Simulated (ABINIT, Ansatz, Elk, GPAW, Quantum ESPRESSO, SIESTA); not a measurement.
# BiN (P1, 4 atoms in the cell) computed with different codes at matched settings

Self-consistent single point.

```
CELL_PARAMETERS angstrom
      3.61375     0.00000     0.00000
      0.34592     3.64429     0.00000
      0.07680    -0.00192     5.31776
ATOMIC_POSITIONS crystal
  Bi 0.64966 0.90401 0.96119
  Bi 0.10100 0.35162 0.45974
  N  0.69303 0.94959 0.54568
  N  0.06529 0.29865 0.04431
```

Shared settings, as Ansatz (a program for electronic structure) writes them: kpoints.mp_grid.grid = 2 2 2; scf.occupations.method = fermi_dirac; scf.occupations.width = 0.05 eV. Potentials and cutoffs stand in the table.

```csv
code,model,pressure (GPa),largest force (eV/Å),gap on the mesh (eV),cutoff
GPAW,"LDA (Perdew-Wang 92), GPAW PAW datasets LDA (gpaw-data 1.0.1)",–,0.868,0.865,900 eV
ABINIT,"LDA (PW92), PAW (JTH v2.0 LDA PAW)",1.43,0.810,0.882,52 Ry
SIESTA,"LDA PW92, numerical atomic orbitals DZP, PseudoDojo LDA standard norm-conserving potentials (rewritten from UPF to PSML)",7.13,0.166,0.852,grid 400 Ry
Ansatz,"LDA (PW92), PAW files made with PBE",2.09,0.775,0.877,default
Elk,"LDA (PW92), all-electron FP-LAPW, Elk's shipped species files, default APW+lo basis",–,–,0.887,rgkmax 7
Quantum ESPRESSO,"LDA (PW92), PseudoDojo standard norm-conserving (LDA) pseudopotentials",2.18,0.760,0.885,85 Ry
```

Size of the force on each atom (eV/Å): Sizes of forces hide their directions.

| code | Bi1 | Bi2 | N3 | N4 |
|---|---|---|---|---|
| GPAW | 0.868 | 0.819 | 0.752 | 0.793 |
| ABINIT | 0.810 | 0.757 | 0.701 | 0.746 |
| SIESTA | 0.164 | 0.143 | 0.138 | 0.166 |
| Ansatz | 0.775 | 0.725 | 0.668 | 0.711 |
| Quantum ESPRESSO | 0.760 | 0.709 | 0.652 | 0.697 |

A dash marks a value that a program does not give, or that is left out as unsure.

Gaps are read on the mesh.

On Ansatz's run: spin-orbit coupling is off.

The spread over the programs that give each value: pressure within 5.70 GPa; largest force within 0.702 eV/Å; gap on the mesh within 0.035 eV.

SIESTA uses small atom-centred bases, whose incompleteness enters pressures, forces and empty levels differently from a plane-wave cutoff. Elk treats all electrons, but the usual bases taken here (sphere radii, linearisation, local orbitals, empty states) were not tested for convergence, so the values are no reference for the others. Ansatz's pressure is given at a fixed set of plane waves, as the other plane-wave codes print theirs; with its correction for the finite basis it is 2.30 GPa (the shift of 0.21 GPa shows how far the cutoff is from converged). The pressure of GPAW is left out: its cutoff lies under the one at which its stress was checked. In the pressure, SIESTA (by 5.05) lies more than 1 GPa from the median of the plane-wave programs. In the force vectors, SIESTA (by 0.718) lies more than 0.08 eV/Å from the median of the plane-wave programs.

On the base mesh (5 5 3) the same programs gave: Ansatz pressure 0.53 GPa, gap on the mesh 1.159 eV; Quantum ESPRESSO pressure 0.64 GPa, gap on the mesh 1.158 eV; ABINIT pressure -0.07 GPa, gap on the mesh 1.162 eV; GPAW gap on the mesh 1.142 eV; Elk gap on the mesh 1.153 eV; SIESTA pressure 5.33 GPa, gap on the mesh 1.139 eV.

The values differ from the base mesh's, so the mesh still matters here: the table compares the programs at equal settings.

The starting cell comes from a database of computed structures (which also holds hypothetical and non-ambient phases and stackings), without a prior relaxation at this level. Its lattice was rescaled by a random factor within 2.5 % of one.

Left out of this page: CP2K (on another mesh).

Keys are those of Ansatz 0.2.
